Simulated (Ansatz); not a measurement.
The starting structures come from a database of crystals and need not be the phases stable at ambient conditions.

## Evanescent states of BaMg$_{2}$FeH$_{8}$ (P-3m1, 12 atoms a cell, 10.4 Å³ an atom, -2 GPa at this level) along the normal of (111)

Level of theory: r2SCAN (plane waves, PAW; Ansatz, a program for electronic structure).

No gap correction and no spin-orbit coupling; mid-gap is the computed energy nearest the middle.

Energies count from the valence-band top; κ is the least over a 6×4 mesh across the current.

```tsv
E (eV)	κ (1/Å)	where
0.05	0.234	off Γ
0.15	0.366	off Γ
0.25	0.409	off Γ
0.35	0.406	off Γ
0.45	0.404	off Γ
0.55	0.402	off Γ
0.65	0.399	off Γ
0.75	0.393	Γ
0.85	0.387	Γ
0.95	0.381	Γ
1.05	0.376	Γ
1.15	0.371	Γ
1.25	0.350	off Γ
1.35	0.321	off Γ
1.45	0.290	off Γ
1.55	0.257	off Γ
1.65	0.219	off Γ
1.75	0.173	off Γ
1.85	0.110	off Γ
```

Task: How thick must the barrier be to attenuate the transmission by 10^8 when the electrodes' Fermi level lies at 0.75 eV, and what attenuation does that film give at 1.15 eV?

Result: d = 8 ln 10 / (2 × 0.393) = 23.4 Å. At 1.15 eV it gives 8 × 0.371/0.393 = 7.6 decades.
